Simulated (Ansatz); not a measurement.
Defect migration in rock-salt SrO: interstitial Sr, charge state +2. The step: several atoms move together, Sr the farthest; the atom moves 2.60 Å along (0.00, -0.50, 0.00) of the unit cell; the moving atom starts with neighbours 4 O at 2.28; 4 Sr at 2.80 Å and ends with 4 O at 2.28; 4 Sr at 2.80 Å. A PBE band in Ansatz (plane-wave PAW, the Γ point alone, 64 host sites, 28 SCF runs with any check of the saddle's order, static, no finite-size correction) gives a forward barrier of 1.18 eV. The saddle point's order was not checked, and it lies on a symmetry element of the cell, where a band can be held. The charge state is imposed; whether it is stable for some Fermi level was not computed. Sites that were not tried may lie lower.

Single points at the band's start and saddle point can refine it. Rough cost of one point, in units of the band's mean SCF on the same machine:

```json
[
 {"Level": "PBE, a 2×2×2 k-point mesh shifted by half a step", "Cost of one point": "about 6"},
 {"Level": "r2SCAN at 500 eV, the Γ point alone", "Cost of one point": "under 2"}
]
```

Q: Which of these move the barrier by more than 0.1 eV, and how far does each move it?

A: PBE, a 2×2×2 k-point mesh shifted by half a step: +0.19 eV; r2SCAN at 500 eV, the Γ point alone: +0.06 eV. Each functional is compared with PBE at the same k-points.

Ansatz is an electronic-structure program.
